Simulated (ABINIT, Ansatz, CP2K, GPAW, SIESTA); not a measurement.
**One structure in several programs: N2 (P6_3/mmc, 4 atoms in the cell)**

Band-structure calculation.

```
N2
1.0
    4.16723     0.00000     0.00000
   -2.08361     3.60893     0.00000
    0.00000     0.00000     7.00600
N
4
Direct
  0.33333   0.66667   0.32893
  0.66667   0.33333   0.67107
  0.66667   0.33333   0.82893
  0.33333   0.66667   0.17107
```

Shared settings, as Ansatz (a first-principles code) writes them: kpoints.mp_grid.grid = 5 5 3; scf.occupations.method = fixed. Potentials and cutoffs stand in the table.

```json
[
 {"code": "ABINIT", "model": "LDA (PW92), norm-conserving pseudopotentials (PseudoDojo nc-sr-04 LDA standard)", "gap along the path (eV)": "6.87", "smallest direct gap (eV)": "7.18", "cutoff": "1143 eV"},
 {"code": "Ansatz", "model": "LDA (PW92), PAW files made with PBE", "gap along the path (eV)": "6.90", "smallest direct gap (eV)": "7.21", "cutoff": "420 eV"},
 {"code": "SIESTA", "model": "LDA PW92, numerical atomic orbitals DZP, PseudoDojo LDA standard norm-conserving potentials (rewritten from UPF to PSML)", "gap along the path (eV)": "7.10", "smallest direct gap (eV)": "7.42", "cutoff": "grid 400 Ry"},
 {"code": "CP2K", "model": "LDA (Pade form), GPW, DZVP-MOLOPT-SR-GTH basis, GTH-PADE potentials (GTH_POTENTIALS)", "gap along the path (eV)": "6.98", "smallest direct gap (eV)": "7.28", "cutoff": "grid 400 Ry"},
 {"code": "GPAW", "model": "LDA (Perdew-Wang 92), GPAW PAW datasets LDA (gpaw-data 1.0.1)", "gap along the path (eV)": "6.89", "smallest direct gap (eV)": "7.21", "cutoff": "900 eV"}
]
```

The spread over the programs that give each value: gap along the path within 0.23 eV; smallest direct gap within 0.24 eV.

SIESTA and CP2K use small atom-centred bases, whose incompleteness enters pressures, forces and empty levels differently from a plane-wave cutoff.

In the gap along the path, SIESTA stands apart from the plane-wave programs.

The starting cell comes from a database of computed structures (which also holds hypothetical and non-ambient phases and stackings), without a prior relaxation at this level.

Left out of this page: Quantum ESPRESSO and FLEUR (not drawn, or without a comparable value).

Keys are those of Ansatz 0.2.
